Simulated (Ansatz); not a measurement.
Cubic perovskite KCdF₃

These are rVV10 (Ansatz, a quantum-chemistry and plane-wave program, PAW) values and carry that method's errors.

Run with plane-wave cutoff 520 eV, 8×8×8 k mesh, Fermi–Dirac smearing 0.01 eV, scalar-relativistic PAW data made under PBE.

Cell: relaxed at this level.

```
Item                                                 Value
-------------------------------------------  -------------
equilibrium volume per atom                  17.38 Å³/atom
bulk modulus B0                                   61.1 GPa
band gap                                           2.88 eV
smallest direct gap on the k points sampled        4.49 eV
equilibrium lattice constant a                     4.429 Å
pressure derivative B′ of the bulk modulus             4.8
```

Note: the relaxation could not lower the start's symmetry, so the cell can be a saddle point above a distorted one.

Spin–orbit coupling is not included.

Static lattice: no zero-point or thermal effects.

Cost on a shared machine: about 60 core-seconds (a rough figure).
